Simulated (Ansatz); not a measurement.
The parent structure is MoP (space group P-6m2, No. 187; a = 3.2408 Å, c = 3.1954 Å).

All numbers come from PBE, PAW, 420 eV (Ansatz, an electronic-structure program; no spin-orbit coupling).

Before the change:

The lattice parameter a is 3.241 Å.

Modification: cell and atoms relaxed at a pressure of 3 GPa.

Q: Estimate the effect on the lattice parameter a.

A: The lattice parameter a drops by 0.017 Å to 3.224 Å.

Load acts through the strain it causes; cell and atoms are relaxed under it. Stability against distortions was not tested. All final runs are without spin polarisation. An odd electron count without spin: MoP.
